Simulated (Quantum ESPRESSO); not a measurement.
How a calculation on Mg15W (P-6m2, 16 atoms in the cell) responds to its settings

```cif
data_Mg15W
_chemical_formula_sum 'Mg15 W1'
_space_group_name_H-M_alt 'P 1'
_space_group_IT_number 1
_cell_length_a 6.29648
_cell_length_b 6.29648
_cell_length_c 10.06286
_cell_angle_alpha 90.000
_cell_angle_beta 90.000
_cell_angle_gamma 120.000
loop_
_space_group_symop_operation_xyz
  'x, y, z'
loop_
_atom_site_label
_atom_site_type_symbol
_atom_site_fract_x
_atom_site_fract_y
_atom_site_fract_z
_atom_site_occupancy
Mg1 Mg 0.00000 0.00000 0.50000 1
Mg2 Mg 0.00008 0.50004 0.00000 1
Mg3 Mg 0.49996 0.99992 0.00000 1
Mg4 Mg 0.49996 0.50004 0.00000 1
Mg5 Mg 0.00195 0.50097 0.50000 1
Mg6 Mg 0.49902 0.99805 0.50000 1
Mg7 Mg 0.49902 0.50097 0.50000 1
Mg8 Mg 0.16064 0.32127 0.75910 1
Mg9 Mg 0.16064 0.83937 0.24090 1
Mg10 Mg 0.67873 0.83937 0.75910 1
Mg11 Mg 0.16064 0.32127 0.24090 1
Mg12 Mg 0.16064 0.83937 0.75910 1
Mg13 Mg 0.67873 0.83937 0.24090 1
Mg14 Mg 0.66667 0.33333 0.74769 1
Mg15 Mg 0.66667 0.33333 0.25231 1
W1 W 0.00000 0.00000 0.00000 1
```

Base run A: PBEsol, SSSP 1.1.2 efficiency (PBE) pseudopotentials run with Quantum ESPRESSO, self-consistent single point.

Its settings: ecutwfc = 40 Ry; ecutrho = 320 Ry; occupations = smearing; smearing = fd; degauss = 0.0073499 Ry; input_dft = pbesol; potentials = {Mg: Mg.pbe-n-kjpaw_psl.0.3.0.UPF, W: W_pbe_v1.2.uspp.F.UPF}; K_POINTS = automatic 4 4 3 0 0 0; conv_thr = 1e-10 Ry.

The starting cell comes from a database of computed structures (which also holds hypothetical and non-ambient phases and stackings), without a prior relaxation at this level. Spin polarisation is off.

A dash stands where there is no value to compare (another energy zero or no entropy term, no result, no spin, no clean gap, or a mesh too coarse for one). 

Runs:
- B: vdw_corr: default → grimme-d3; dftd3_version: default → 3; dftd3_threebody: default → false [PBEsol-D3(0)]
- C: vdw_corr: default → grimme-d3; dftd3_version: default → 4; dftd3_threebody: default → false [PBEsol-D3(BJ)]
- D: vdw_corr: default → grimme-d3; dftd3_version: default → 4; dftd3_threebody: default → true [PBEsol-D3(BJ) with three-body term]

```tsv
run	pressure (GPa)	largest force (eV/Å)	dispersion energy (eV/atom)
A	-1.07	0.101	–
B	-2.34	0.125	-0.179
C	-3.33	0.103	-0.292
D	-3.06	0.104	-0.274
```

Run B against A: The pressure goes from -1.07 to -2.34 GPa and the largest force goes from 0.101 to 0.125 eV/Å.

Run C against A: The pressure goes from -1.07 to -3.33 GPa and the largest force moves little (0.101 to 0.103 eV/Å).

Run D against A: The pressure goes from -1.07 to -3.06 GPa and the largest force moves little (0.101 to 0.104 eV/Å).
